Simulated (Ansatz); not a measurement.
This Ansatz (a program for electronic structure) input is the reference run, a 14-atom supercell of AlRu in the CsCl type structure (space group Pm-3m, No. 221) at its relaxed geometry, computed with plane-wave PAW DFT at the PBE level (Ansatz, 420 eV), scalar-relativistic without spin-orbit coupling:

Ansatz 0.2 input:
```yaml
crystal:
  lattice:
    - [6.0074030044, -3.0037015022, 0]
    - [0, 6.0074030044, -3.0037015022]
    - [-3.0037015022, 0, 6.0074030044]
  atoms:
    - { symbol: Al, position: [0, 0, 0] }
    - { symbol: Al, position: [0.2857142857, 0.1428571429, 0.5714285714] }
    - { symbol: Al, position: [0.1428571429, 0.5714285714, 0.2857142857] }
    - { symbol: Al, position: [0.4285714286, 0.7142857143, 0.8571428571] }
    - { symbol: Al, position: [0.5714285714, 0.2857142857, 0.1428571429] }
    - { symbol: Al, position: [0.8571428571, 0.4285714286, 0.7142857143] }
    - { symbol: Al, position: [0.7142857143, 0.8571428571, 0.4285714286] }
    - { symbol: Ru, position: [0.5, 0.5, 0.5] }
    - { symbol: Ru, position: [0.7857142857, 0.6428571429, 0.0714285714] }
    - { symbol: Ru, position: [0.6428571429, 0.0714285714, 0.7857142857] }
    - { symbol: Ru, position: [0.9285714286, 0.2142857143, 0.3571428571] }
    - { symbol: Ru, position: [0.0714285714, 0.7857142857, 0.6428571429] }
    - { symbol: Ru, position: [0.3571428571, 0.9285714286, 0.2142857143] }
    - { symbol: Ru, position: [0.2142857143, 0.3571428571, 0.9285714286] }
basis: { ecutwfc: 420, ecutrho_ratio: 4, xc_grid: 2, fft_grid_basis: typed }
kpoints: { mp_grid: { grid: [7, 7, 7] } }
hamiltonian:
  xc: pbe
  dispersion: none
  pseudopotentials: { kind: paw }
scf: { occupations: { method: fermi_dirac, width: 0.05 }, convergence: { dr2_threshold: 0.0000000014 } }
output: { forces: true, stress: true }
checkpoint: { write: state.ck, write_every: 1000 }
```

Question: Write the input for this change: one Ru atom is added in an open site, starting 1.68 Å from the nearest host atom, atoms relaxed at fixed cell, starting from a slightly rattled geometry.

Answer: 
Ansatz 0.2 input:
```yaml
crystal:
  lattice:
    - [6.0074030044, -3.0037015022, 0]
    - [0, 6.0074030044, -3.0037015022]
    - [-3.0037015022, 0, 6.0074030044]
  atoms:
    - { symbol: Al, position: [0.0059040627, 0.0042959942, 0.0035089674] }
    - { symbol: Al, position: [0.2806076962, 0.1416931005, 0.5690931707] }
    - { symbol: Al, position: [0.1425778022, 0.5725581757, 0.2819783316] }
    - { symbol: Al, position: [0.435959388, 0.7137598399, 0.8582287365] }
    - { symbol: Al, position: [0.5733695899, 0.2852640851, 0.139486338] }
    - { symbol: Al, position: [0.8633999892, 0.4249109892, 0.714553963] }
    - { symbol: Al, position: [0.7039474674, 0.8491902147, 0.4198330179] }
    - { symbol: Ru, position: [0.5000867522, 0.5010998802, 0.4963756077] }
    - { symbol: Ru, position: [0.7886824718, 0.6393582384, 0.070933464] }
    - { symbol: Ru, position: [0.648063085, 0.0734863417, 0.788636284] }
    - { symbol: Ru, position: [0.9251990038, 0.2175816363, 0.3555932578] }
    - { symbol: Ru, position: [0.068531612, 0.7874753994, 0.6428336726] }
    - { symbol: Ru, position: [0.357373184, 0.9295500757, 0.2165339928] }
    - { symbol: Ru, position: [0.2126751817, 0.3582569349, 0.928918121] }
    - { symbol: Ru, position: [0.0023445911, 0.0006151323, 0.2485276751] }
basis: { ecutwfc: 420, ecutrho_ratio: 4, xc_grid: 2, fft_grid_basis: typed }
kpoints: { mp_grid: { grid: [7, 7, 7] } }
hamiltonian:
  xc: pbe
  dispersion: none
  pseudopotentials: { kind: paw }
scf: { occupations: { method: fermi_dirac, width: 0.05 }, convergence: { dr2_threshold: 0.0000000015 } }
relax: { f_tol: 0.02, max_steps: 45 }
output: { forces: true, stress: true }
checkpoint: { write: state.ck, write_every: 1000 }
```
This is the input that was run; other choices of cell and start would serve too.

In so small a cell the defect repeats every few ångströms: this is an ordered compound, not a dilute defect. All final runs are without spin polarisation. The defect cell is not spin-polarised.
